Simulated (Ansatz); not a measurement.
Take FeNi$_{3}$ in the Cu3Au type structure (space group Pm-3m, No. 221; a = 3.5143 Å; ferromagnetic; relaxed with 0.1 eV smearing) as the base. Axes: x, y, z lie along the cube axes.

Method: r2SCAN (Ansatz, a quantum-chemistry and plane-wave program; PAW; 500 eV plane waves; scalar-relativistic without spin-orbit coupling).

Perturbation: an isotropic linear strain of +2.27 %; the atoms relax in the strained cell.

**Question.** Predict the stress tensor and what it implies for the stiffness.

**Answer.** Stress of the strained cell less that of the base (GPa, compression positive):
```
  -12.1     0.0     0.0
    0.0   -12.1     0.0
    0.0     0.0   -12.1
```

Then B = −ΔP/(ΔV/V₀) with ΔV/V₀ = 0.0697 gives secant stiffness values (nonlinear terms included at this strain): B ≈ 174 GPa.

As a check, the harmonic strain energy −½ V₀ Δσ:ε is 28 meV/atom; the computed energy rise is 30 meV/atom.

The magnetic state is the one reached from the starting moments; the real material's order can differ, and small cells can't hold many antiferromagnetic ones. No phonon test of stability was made.
